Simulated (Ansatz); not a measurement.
Related cells compared by their density of states at the Fermi level.

Cell A: Zr (hcp, P6₃/mmc), 2 atoms in the cell, k-point mesh 24×24×12 on the run's own vectors.
```
CELL_PARAMETERS angstrom
      3.23117     0.00000     0.00000
     -1.61559     2.79828     0.00000
      0.00000     0.00000     5.17794
ATOMIC_POSITIONS crystal
  Zr 0.33333 0.66667 0.25000
  Zr 0.66667 0.33333 0.75000
```

Cell B: ZrB2 (P6/mmm), 3 atoms in the cell, k-point mesh 12×12×10 on the run's own vectors.
```
ZrB2
1.0
    3.17076     0.00000     0.00000
   -1.58538     2.74596     0.00000
    0.00000     0.00000     3.54326
Zr B
1 2
Direct
  0.00000   0.00000   0.00000
  0.33333   0.66667   0.50000
  0.66667   0.33333   0.50000
```

Computed with Ansatz (plane waves, PAW), its PAW set soft_1, cutoff 420 eV, 500 eV for r2SCAN. The structures are at rest with PBE; other levels are single points on them. Neutral cells; Fermi-Dirac smearing of at most 0.10 eV in the solids, energies taken to zero width. The lattices are those relaxed with PBE, so at other levels the solids can be strained, which adds to the spread. Spin-orbit coupling is left out. A dispersion term ran beside these levels; it doesn't touch the electrons. Both spins, broadened by a Gaussian of 0.2 eV on the run's mesh.

Give the density of states at the Fermi level (states/eV per atom) at the level r2SCAN, cell by cell.


| cell | r2SCAN |
|---|---|
| A | 0.90 |
| B | 0.10 |

With r2SCAN the value of A exceeds that of B by 0.8 states/eV per atom.

Does the picture change with the functional?


```
cell   PBE
----  ----
A      1.1
B     0.10
```

With PBE the value of A exceeds that of B by 1 states/eV per atom.

Ansatz is an electronic-structure program.
